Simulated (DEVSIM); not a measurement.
System: abrupt Ge p-n junction, at 250 K.

Layer 1 from the left is Ge, thickness (μm) 2.00, Na (cm⁻³) 1.6e15, τn (s) 0.00038, τp (s) 0.00038. Layer 2 from the left is Ge, thickness (μm) 220, Nd (cm⁻³) 3.4e17, τn (s) 0.00038, τp (s) 0.00038.

Left contact: ohmic. Right contact: ohmic. Voltage is applied to the left contact. Recombination: SRH at mid-gap. Mobility is μmin + (μ − μmin)/(1 + (N/Nref)^α).

The device is made up for the run: typed textbook-type constants, with dimensions and the other settings drawn at random. Values at 300 K; Nc and Nv go as T^1.5, mobilities as T to minus their exponent, the gap by Varshni's rule with the affinity fixed.

Ge: gap (eV) 0.664, affinity (eV) 4, permittivity 16, Nc (cm⁻³) 1.04e19, Nv (cm⁻³) 6e18, μn (cm²/Vs) 3900, μp (cm²/Vs) 1900, μn,min 150, μp,min 100, Nref,n 2.6e17, Nref,p 4e17, αn 0.56, αp 0.6, T exponent of μn 1.66, T exponent of μp 2.33, Varshni α (eV/K) 0.000477, Varshni β (K) 235.

Model (solved in DEVSIM): 1D drift-diffusion, Boltzmann statistics, complete ionisation; no tunnelling, impact ionisation, image-force lowering or self-heating.

Dark forward current:

```csv
|V| (V),|J| (A/cm²)
0.05,0.0004395
0.10,0.004744
0.15,0.04686
0.20,0.4552
0.25,4.224
0.30,30.73
0.35,122.5
0.40,283.8
0.45,489.3
0.50,721.3
0.55,969.9
0.60,1230
0.65,1498
0.70,1773
0.75,2053
```

Question: Work out the local ideality factor n = ΔV / (kT/q · ln(J2/J1)) between the rows 0.10 and 0.15 V, 0.70 and 0.75 V.

Answer: kT/q = 21.54 mV. From 0.10 to 0.15 V: ln(0.04686/0.004744) = 2.290, n = 1.01, near the 1 of diffusion or emission over a barrier. From 0.70 to 0.75 V: ln(2053/1773) = 0.147, n = 15.83.

Question: Estimate the current at 0.15 V from the Shockley equation with J0 = Σ q ni² D/(N L) coth(W/L), τ joining the SRH, radiative and Auger lifetimes that are on, and W taken as the whole layer.

Answer: ni² = 6.19e23 cm⁻⁶; electrons in the p layer: μ = 5000 cm²/Vs, D = 108 cm²/s, τ = 0.000380 s, L = 2020 μm, W/L = 0.00099, term 3.34e-5 A/cm²; holes in the n layer: μ = 1600 cm²/Vs, D = 34.4 cm²/s, τ = 0.000380 s, L = 1140 μm, W/L = 0.19, term 4.61e-10 A/cm². J0 = 3.34e-5 A/cm², and J = J0 exp(qV/kT) = 0.0353 A/cm². The simulation gives 0.0469 A/cm²; the estimate lies 25 % below. The estimate leaves out recombination in the depletion region and that region's share of W.
